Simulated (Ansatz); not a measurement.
**PbO: stress against strain**

PbO (litharge, P4/nmm, 18.537 Å³/atom at rest, c along z) under a strain ε along c (axis z), the other axes held. PBEsol-D3(BJ) in Ansatz, a plane-wave DFT program (PAW, default set), 420 eV, 8×8×7 Γ-centred mesh, Fermi-Dirac smearing 0.05 eV; ions are relaxed within the symmetry of each cell. Stress is positive for a compressed cell.

Here s stands for strain and y for stress zz.

| strain (%) | stress zz (GPa) |
|---|---|
| -3.00 | ? |
| -1.20 | 0.41 |
| -0.60 | 0.19 |
| 0.00 | 0.00 |
| 0.60 | -0.19 |
| 1.20 | -0.35 |

Question: Fit y against s with a straight line, and predict the withheld value at s = -3.00.

Answer: Means: s 0, y 0.012. About the means, the sum of products is -1.1400 and the sum of squares of s is 3.6000; the slope is their ratio. Least squares gives y = 0.012 - 0.3167·s. Residuals (row less fit): 0.018, -0.012, -0.012, -0.012, 0.018; standard error 0.019 (degrees of freedom: 3). The slope gives the elastic constant C33 = 32 ± 1.0 GPa. At the withheld row, y = 0.012 - 0.3167 × (-3.0) = 0.962 GPa. The calculation gives 1.08 GPa, 0.118 GPa above the prediction (8.3 % of the range of y in the table). The row lies outside the fitted rows, so this is an extrapolation. From the scatter of the fitted rows alone, a prediction at this place has a standard error of 0.036 GPa, so the miss is 3.3 times that.

One order more, fitted to all 11 runs of the series, follows each within 0.01, so the miss is the next term of a smooth law. Rows are the converged runs of the series near zero and its far end; series whose fitted rows scatter by over a few per cent of the range, as at a crossing or softening among them, aren't shown in this form. Most that stay on the fit to the last digits aren't either.
